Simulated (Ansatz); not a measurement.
The starting structures come from a database of crystals and need not be the phases stable at ambient conditions.

 Where the default PAW files enter, the runs use the earlier of Ansatz's two default sets.

```
MgCl2H4O2
1.0
    3.65647     0.12857    -0.14026
   -0.83253     5.53893     0.22517
    0.83253     0.70494     5.49850
Mg H Cl O
1 4 2 2
Direct
  0.00000   0.00000   0.00000
  0.16101   0.39596   0.22283
  0.83899   0.60404   0.77717
  0.83899   0.22283   0.39596
  0.16101   0.77717   0.60404
  0.57136   0.24267   0.75733
  0.42864   0.75733   0.24267
  0.00000   0.23973   0.23973
  0.00000   0.76027   0.76027
```

Space group of this cell: C2/m. The cell was relaxed by PBE-D3(BJ); by r2SCAN its mean pressure is -0.7 GPa.

Transport runs along the normal of the first two printed cell vectors.

The gap is the functional's own. No spin-orbit coupling. Mid-gap values are interpolated on the energy grid.

Problem. Predict the band gap and the smallest decay constant κ at mid-gap from r2SCAN in Ansatz (a quantum-chemistry and plane-wave program).

Solution. Gap 6.20 eV on a 8×6×6 mesh; κ = 0.410 1/Å, at the zone centre.
